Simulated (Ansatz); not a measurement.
## Pressure series in CdS

The parent structure is CdS in the zinc blende structure (space group F-43m, No. 216; a = 5.878 Å).

Cell and atoms are relaxed at each pressure.

Computed with r2SCAN (Ansatz, an electronic-structure program, PAW, no spin-orbit coupling).

Candidates:
(a) pressure 4.5 GPa
(b) pressure 22.5 GPa
(c) pressure 9 GPa

Base values:

```
Item       Result
--------  -------
Band gap  1.54 eV
```

### Question
Order them by band gap, lowest first.

### Answer
(a) pressure 4.5 GPa (1.69 eV), (c) pressure 9 GPa (1.80 eV), (b) pressure 22.5 GPa (2.00 eV)

Load acts through the strain it causes; cell and atoms are relaxed under it. Stability against distortions was not tested. Tetrahedral semiconductors of this kind turn to denser phases somewhere between about 1 and 50 GPa; those were not computed, so compressed cells here can lie past the real transition.
